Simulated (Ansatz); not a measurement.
# Lattice parameter c of Y₂B (model structure, started from the Ca2N type, R-3m, No. 166, 3 atoms in the cell) at several levels of theory

No measured value is used here.

```json
[
 {"level (code)": "LDA (Ansatz)", "value (Å)": "18.676"},
 {"level (code)": "PBE (Ansatz)", "value (Å)": "18.930"},
 {"level (code)": "PBEsol (Ansatz)", "value (Å)": "18.859"},
 {"level (code)": "r²SCAN (Ansatz)", "value (Å)": "18.956"}
]
```

The crystal itself was run without spin with LDA, PBE, PBEsol, r²SCAN; a magnetic state was not tried in these runs. Cutoffs differ between the levels. Ansatz's density-functional and Hartree–Fock values are scalar-relativistic unless marked +SOC, with PAW data made under PBE.

A model structure was made by putting elements into a prototype or built by hand; it is no filed structure, need not be a known phase, and can be a saddle point held by its symmetry.

Ansatz is a program for electronic structure.
